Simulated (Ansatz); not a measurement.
## AlN, response to strain

Consider AlN in the zinc blende structure (space group F-43m, No. 216; a = 4.342 Å). Axes: x, y, z lie along the cube axes.

Strains are applied to the cell and any free atomic positions relax; under biaxial strain the out-of-plane vector relaxes too.

Level of theory: LDA in Ansatz (plane waves to 420 eV, PAW, scalar-relativistic without spin-orbit coupling).

Notes on the quantities. energy relative to the base: free energy F.

```json
[
 {"biaxial strain, plane normal [001], relaxed out of plane (%)": "0", "energy relative to the base (meV/atom)": "0.0"},
 {"biaxial strain, plane normal [001], relaxed out of plane (%)": "0.5", "energy relative to the base (meV/atom)": "0.4"},
 {"biaxial strain, plane normal [001], relaxed out of plane (%)": "1", "energy relative to the base (meV/atom)": "1.7"},
 {"biaxial strain, plane normal [001], relaxed out of plane (%)": "1.5", "energy relative to the base (meV/atom)": "3.8"},
 {"biaxial strain, plane normal [001], relaxed out of plane (%)": "2", "energy relative to the base (meV/atom)": "?"},
 {"biaxial strain, plane normal [001], relaxed out of plane (%)": "2.5", "energy relative to the base (meV/atom)": "10.4"},
 {"biaxial strain, plane normal [001], relaxed out of plane (%)": "3", "energy relative to the base (meV/atom)": "14.7"}
]
```

Task: Fit ΔE = Aε² + Bε³ (ε in %) to the rows shown and predict the withheld row.

Result: Least squares on the printed values gives A = 1.76 and B = -0.042 meV/atom (largest residual 0.0 meV/atom); this predicts 6.7 meV/atom, and the run gives 6.7 meV/atom, in agreement.

Stability against distortions was not tested. This is not the structure that AlN has at room temperature and ambient pressure.

Ansatz is a quantum-chemistry and plane-wave program.
